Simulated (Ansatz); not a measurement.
Mg2Sn: pressure series

Take Mg2Sn (space group Fm-3m, No. 225; a = 6.746 Å) as the base.

Cell and atoms are relaxed at each pressure.

The values are results of PBEsol, PAW, 420 eV (Ansatz, a quantum-chemistry and plane-wave program; no SOC), earlier PAW set, not measurements.

| pressure (GPa) | volume per atom (Å³/atom) |
|---|---|
| -2 | 26.926 |
| -1 | 26.210 |
| 0 | 25.578 |
| 0.9 | 25.082 |
| 2.1 | 24.487 |
| 4.5 | 23.468 |
| 9 | 22.006 |
| 15 | ? |
| 22.5 | 19.227 |

Problem. Fit the third-order Birch–Murnaghan form P(V) = (3B₀/2)[(V₀/V)^(7/3) − (V₀/V)^(5/3)]·[1 + (3/4)(B₀′ − 4)((V₀/V)^(2/3) − 1)] (squares taken in P) to the rows shown and predict the withheld row.

Solution. Least squares on the printed values gives V₀ = 25.585 Å³/atom, B₀ = 43.7 GPa, B₀′ = 4.1; this predicts 20.559 Å³/atom, and the run gives 20.561 Å³/atom, 0.002 higher.

Load acts through the strain it causes; cell and atoms are relaxed under it. Stability against distortions was not tested. No other phases were tried under pressure.
